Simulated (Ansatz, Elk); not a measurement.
Sr₂SeS (R-3m, 4 atoms in the cell) computed with different codes at matched settings

Self-consistent single point.

```yaml
crystal:
  lattice:
    - [2.20603, 1.27365, 7.21334]
    - [-2.20603, 1.27365, 7.21334]
    - [0.00000, -2.54731, 7.21334]
  atoms:
    - { symbol: Sr, position: [0.24718, 0.24718, 0.24718] }
    - { symbol: Sr, position: [0.75282, 0.75282, 0.75282] }
    - { symbol: Se, position: [0.00000, 0.00000, 0.00000] }
    - { symbol: S, position: [0.50000, 0.50000, 0.50000] }
```

Shared settings, as Ansatz (an electronic-structure program) writes them: kpoints.mp_grid.grid = 5 5 5; magnetization.spin_orbit = true; scf.occupations.method = fermi_dirac; scf.occupations.width = 0.0037 Ry. Potentials and cutoffs stand in the table.

| code | model | gap on the mesh (eV) | cutoff |
|---|---|---|---|
| Ansatz | PBEsol with spin-orbit coupling, PAW files made with PBE | 2.272 | 30.9 Ry |
| Elk | PBEsol, spin-orbit coupling in second variation, all-electron FP-LAPW, Elk's shipped species files, default APW+lo basis | 2.316 | default |

Gaps are read on the mesh.

The spread over the programs that give each value: gap on the mesh within 0.044 eV.

Elk treats all electrons, but the usual bases taken here (sphere radii, linearisation, local orbitals, empty states) were not tested for convergence, so the values are no reference for the others.

The starting cell comes from a database of computed structures (which also holds hypothetical and non-ambient phases and stackings), without a prior relaxation at this level. Its lattice was rescaled by a random factor within 2.5 % of one.

Keys are those of Ansatz 0.2.
